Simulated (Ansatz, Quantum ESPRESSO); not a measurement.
## Code comparison for Mo4C3 (R-3m, 7 atoms in the cell)

Self-consistent single point, at a second geometry (lattice scaled by 0.98). First geometry:

```xyz
7
Lattice="1.5485 0.8940 9.7145 -1.5485 0.8940 9.7145 0.0000 -1.7880 9.7145" Properties=species:S:1:pos:R:3 pbc="T T T"
Mo     0.0000     0.0000    25.5945
Mo     0.0000     0.0000     3.5489
Mo     0.0000     0.0000    10.9402
Mo     0.0000     0.0000    18.2032
C      0.0000     0.0000     7.4613
C      0.0000     0.0000    21.6821
C      0.0000     0.0000    14.5717
```

Shared settings, as Ansatz (a program for electronic structure) writes them: kpoints.mp_grid.grid = 6 6 6; scf.occupations.method = gaussian; scf.occupations.width = 0.272 eV. Potentials and cutoffs stand in the table.

```tsv
code	model	ΔF from the first geometry (meV/atom)	pressure (GPa)	largest force (eV/Å)	cutoff
Quantum ESPRESSO	PBEsol, GBRV 1.5 ultrasoft (PBESOL) pseudopotentials	-0.5	10.21	0.699	40 Ry
Ansatz	PBEsol, PAW files made with PBE	1.3	10.83	0.719	default
```

Size of the force on each atom (eV/Å): Sizes of forces hide their directions.

```json
[
 {"code": "Quantum ESPRESSO", "Mo1": "0.059", "Mo2": "0.059", "Mo3": "0.699", "Mo4": "0.699", "C5": "0.271", "C6": "0.271", "C7": "0.000"},
 {"code": "Ansatz", "Mo1": "0.066", "Mo2": "0.066", "Mo3": "0.719", "Mo4": "0.719", "C5": "0.267", "C6": "0.267", "C7": "0.000"}
]
```

On Ansatz's run: spin polarisation is off.

The spread over the programs that give each value: ΔF from the first geometry within 1.8 meV/atom; pressure within 0.62 GPa; largest force within 0.020 eV/Å.

Ansatz's pressure is given at a fixed set of plane waves, as the other plane-wave codes print theirs; with its correction for the finite basis it is 10.97 GPa.

The shared mesh is coarse (it stands for a supercell whose shortest vector is 18 Å), so the values are not converged in it.

The starting cell comes from a database of computed structures (which also holds hypothetical and non-ambient phases and stackings), without a prior relaxation at this level. For this run, on top of that: lattice scaled by 0.98.

Left out of this page: Elk (not drawn, or without a comparable value).

Keys are those of Ansatz 0.2.
